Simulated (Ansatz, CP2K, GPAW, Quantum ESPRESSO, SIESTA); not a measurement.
# Code comparison for ScPb3 (I4/mmm, 4 atoms in the cell)

Self-consistent single point, at a second geometry (lattice scaled by 0.98). First geometry:

```yaml
crystal:
  lattice:
    - [-2.26730, 2.26730, 5.52468]
    - [2.26730, -2.26730, 5.52468]
    - [2.26730, 2.26730, -5.52468]
  atoms:
    - { symbol: Sc, position: [0.00000, 0.00000, 0.00000] }
    - { symbol: Pb, position: [0.75000, 0.25000, 0.50000] }
    - { symbol: Pb, position: [0.25000, 0.75000, 0.50000] }
    - { symbol: Pb, position: [0.50000, 0.50000, 0.00000] }
```

Shared settings, as Ansatz (a program for electronic structure) writes them: kpoints.mp_grid.grid = 7 7 7; scf.occupations.method = gaussian; scf.occupations.width = 0.05 eV. Potentials and cutoffs stand in the table.

```
code                                                                                                                                 model  ΔF from the first geometry (meV/atom)  pressure (GPa)       cutoff
----------------  ------------------------------------------------------------------------------------------------------------------------  -------------------------------------  --------------  -----------
Ansatz                                                                                                 LDA (PW92), PAW files made with PBE                                  -35.4           -1.92       420 eV
Quantum ESPRESSO                                                                       LDA (PZ), GBRV 1.5 ultrasoft (LDA) pseudopotentials                                  -36.6           -2.10        50 Ry
CP2K                                                  LDA (Pade form), GPW, DZVP-MOLOPT-SR-GTH basis, GTH-PADE potentials (GTH_POTENTIALS)                                  -43.9           -2.83  grid 600 Ry
GPAW                                                                         LDA (Perdew-Wang 92), GPAW PAW datasets LDA (gpaw-data 1.0.1)                                  -38.3           -2.23       800 eV
SIESTA            LDA PW92, numerical atomic orbitals DZP, PseudoDojo LDA standard norm-conserving potentials (rewritten from UPF to PSML)                                  -35.9           -1.95  grid 400 Ry
```

On Ansatz's run: spin-orbit coupling is off.

The spread over the programs that give each value: ΔF from the first geometry within 8.5 meV/atom; pressure within 0.91 GPa.

CP2K and SIESTA use small atom-centred bases, whose incompleteness enters pressures, forces and empty levels differently from a plane-wave cutoff. Ansatz's pressure is given at a fixed set of plane waves, as the other plane-wave codes print theirs. The same LDA comes in different parametrisations, which differ slightly.

The starting cell comes from a database of computed structures (which also holds hypothetical and non-ambient phases and stackings), without a prior relaxation at this level. For this run, on top of that: lattice scaled by 0.98.

Left out of this page: Elk and FLEUR (not drawn, or without a comparable value).

Keys are those of Ansatz 0.2.
